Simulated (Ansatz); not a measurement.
The structure below was relaxed with Ansatz (a first-principles code) PBEsol, no spin-orbit coupling, at pressure −1 GPa.

```
HfO2
1.0
    4.83905     0.00000     0.00000
    0.00000     4.83905     0.00000
    0.00000     0.00000     3.21275
Hf O
2 4
Cartesian
  0.00000   0.00000   0.00000
  2.41952   2.41952   1.60638
  0.94315   3.89590   1.60638
  3.89590   0.94315   1.60638
  3.36267   3.36267   0.00000
  1.47638   1.47638   0.00000
```

Find the space group and the Wyckoff positions.

Space group P4₂/mnm (No. 136); a = b = 4.8390 Å, c = 3.2128 Å, α = β = γ = 90.00°

| atom | site | symmetry | x | y | z |
|---|---|---|---|---|---|
| Hf | 2a | m.mm | 0.0000 | 0.0000 | 0.0000 |
| O | 4f | m.2m | 0.3051 | 0.3051 | 0.0000 |

Describe the coordination.

The crystal has 6 atoms in its conventional cell. Lattice parameters: a = 4.8390 Å, b = 4.8390 Å, c = 3.2128 Å, α = 90.00°, β = 90.00°, γ = 90.00°. Hf has 6 O at 2.088 Å (octahedral). O has 3 Hf at 2.088 Å (trigonal planar). (Neighbours: up to the widest gap in distance over summed covalent radii, below 1.35, at either atom; cation-cation and far metal-metal contacts left out.)

Spin-orbit coupling, missing from the scalar runs, can matter with Hf. Load acts through the strain it causes; cell and atoms are relaxed under it. Whether these cells are dynamically stable was not tested. The cell was made from HfO$_{2}$ in the rutile structure (space group P4_2/mnm, No. 136; a cell from a computed database, its experimental status unchecked) by this change: pressure −1 GPa. This is not the structure that HfO2 has at room temperature and ambient pressure.
